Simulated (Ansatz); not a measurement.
**A computed series for Bi2SiO5: pressure series**

Start from Bi₂SiO₅ (space group Cmc2_1, No. 36; a = 15.169 Å, b = 5.481 Å, c = 5.327 Å; a cell from a computed database, its experimental status unchecked).

Cell and atoms are relaxed at each pressure.

Method: PBEsol (Ansatz, a program for electronic structure; PAW; 420 eV plane waves; no SOC).

```tsv
pressure (GPa)	volume per atom (Å³/atom)
-2	14.281
-1	14.044
0	13.840
0.3	13.787
0.7	?
1.5	13.586
3	13.372
5	13.130
10	12.649
```

Problem. Fit the third-order Birch–Murnaghan form P(V) = (3B₀/2)[(V₀/V)^(7/3) − (V₀/V)^(5/3)]·[1 + (3/4)(B₀′ − 4)((V₀/V)^(2/3) − 1)] (squares taken in P) to the rows shown and predict the withheld row.

Solution. Least squares on the printed values gives V₀ = 13.842 Å³/atom, B₀ = 74.3 GPa, B₀′ = 9.3; this predicts 13.717 Å³/atom, and the run gives 13.716 Å³/atom, in agreement.

Load acts through the strain it causes; cell and atoms are relaxed under it. No phonon test of stability was made. No other phases were tried under pressure.
